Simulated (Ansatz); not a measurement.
H-capped Sn nanowire along [111], 14 atoms a period besides the caps

Levels: PBE (plane waves to 420 eV, PAW; Ansatz, an electronic-structure program); PBE with spin-orbit coupling (Ansatz); r2SCAN (plane waves to 500 eV, PAW; Ansatz); Ansatz with HSE06. Unmarked values and the geometry are of the first. Mesh 1×1×4. No spin polarisation. Isolated but for its images some 11 Å away. An idealised model, cut from the bulk lattice. Only distortions within the start's symmetry and period were free. Values not marked SOC lack spin–orbit coupling. HSE06 ran on a 1×1×2 mesh and at PBE's edge points.

* **period along the axis (32 atoms)**: 11.504 Å
* **largest distance between nuclei across the axis**: 8.58 Å
* **energy over the bulk Sn and H2 molecule**: +534 meV per atom other than the caps
* **PBE gap**: 2.27 eV, direct at Γ
* **electron mass along the axis (PBE)**: 1.2 mₑ
* **hole mass along the axis (PBE)**: 0.30 mₑ
* **valence and conduction edges under the vacuum level (PBE)**: 5.45 and 3.18 eV
* **PBE+SOC gap at this geometry**: 2.24 eV
* **r2SCAN gap at this geometry**: 2.61 eV
* **HSE06 gap at this geometry**: 3.00 eV

```
CELL_PARAMETERS angstrom
     20.00000     0.00000     0.00000
      0.00000    19.00000     0.00000
      0.00000     0.00000    11.50425
ATOMIC_POSITIONS crystal
  Sn 0.36736 0.50000 0.33598
  Sn 0.36734 0.50000 0.58214
  Sn 0.43367 0.37907 0.66786
  Sn 0.43368 0.37908 0.91402
  Sn 0.43367 0.62093 0.66786
  Sn 0.43368 0.62092 0.91402
  Sn 0.50000 0.50000 0.00082
  Sn 0.50000 0.50000 0.24918
  Sn 0.56632 0.37908 0.33598
  Sn 0.56633 0.37907 0.58214
  Sn 0.56632 0.62092 0.33598
  Sn 0.56633 0.62093 0.58214
  Sn 0.63266 0.50000 0.66786
  Sn 0.63264 0.50000 0.91402
  H  0.32500 0.57313 0.28443
  H  0.32500 0.42687 0.28443
  H  0.28550 0.50000 0.63301
  H  0.39275 0.30446 0.61698
  H  0.35234 0.37703 0.96557
  H  0.47266 0.30390 0.96557
  H  0.39275 0.69554 0.61698
  H  0.35234 0.62297 0.96557
  H  0.47266 0.69610 0.96557
  H  0.64766 0.37703 0.28443
  H  0.52734 0.30390 0.28443
  H  0.60725 0.30446 0.63302
  H  0.64766 0.62297 0.28443
  H  0.52734 0.69610 0.28443
  H  0.60725 0.69554 0.63302
  H  0.71450 0.50000 0.61699
  H  0.67500 0.42687 0.96557
  H  0.67500 0.57313 0.96557
```
